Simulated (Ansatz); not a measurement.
**A computed series for Cu3N: response to strain**

The reference is Cu$_{3}$N (space group Pm-3m, No. 221; a = 3.765 Å).

Strains are applied to the cell and any free atomic positions relax.

Calculations: PBEsol in Ansatz (plane waves to 420 eV, PAW, without spin-orbit coupling).

```
change                    shortest interatomic distance  smallest direct gap  pressure
------------------------  -----------------------------  -------------------  --------
base                                            1.882 Å              0.55 eV   0.0 GPa
isotropic strain +0.60 %                        1.894 Å              0.61 eV       [?]
isotropic strain +1.20 %                        1.905 Å              0.66 eV       [?]
isotropic strain +1.80 %                        1.916 Å              0.71 eV  -6.3 GPa
isotropic strain +2.40 %                        1.928 Å                  [?]  -8.1 GPa
isotropic strain +3.00 %                        1.939 Å              0.81 eV  -9.7 GPa
```

What belongs in the blanks?


- isotropic strain +0.60 %, pressure: -2.3 GPa
- isotropic strain +1.20 %, pressure: -4.4 GPa
- isotropic strain +2.40 %, smallest direct gap: 0.76 eV

No phonon test of stability was made. All final runs are without spin polarisation.

Ansatz is a quantum-chemistry and plane-wave program.
